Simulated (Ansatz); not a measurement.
# Rock-salt ZrN: LO phonon frequency at L by level of theory

No measured value is used here.

```json
[
 {"level (code)": "LDA (Ansatz)", "value (cm⁻¹)": "504", "cell (Å³/atom)": "11.58"},
 {"level (code)": "BLYP (Ansatz)", "value (cm⁻¹)": "___", "cell (Å³/atom)": "12.54"},
 {"level (code)": "PBE (Ansatz)", "value (cm⁻¹)": "467", "cell (Å³/atom)": "12.13"},
 {"level (code)": "PBEsol (Ansatz)", "value (cm⁻¹)": "491", "cell (Å³/atom)": "11.79"},
 {"level (code)": "revPBE (Ansatz)", "value (cm⁻¹)": "458", "cell (Å³/atom)": "12.26"},
 {"level (code)": "RPBE (Ansatz)", "value (cm⁻¹)": "___", "cell (Å³/atom)": "12.32"},
 {"level (code)": "PBE-D3(BJ) (Ansatz)", "value (cm⁻¹)": "488", "cell (Å³/atom)": "11.84"}
]
```

What belongs in the gaps?


- BLYP (Ansatz, a quantum-chemistry and plane-wave program), value (cm⁻¹): 444
- RPBE (Ansatz), value (cm⁻¹): 455

PBE-D3(BJ): the dispersion coefficients are held fixed in the derivatives. Each level is taken at its own relaxed cell. Cutoffs differ between the levels. Ansatz's density-functional and Hartree–Fock values are scalar-relativistic unless marked +SOC, with PAW data made under PBE.
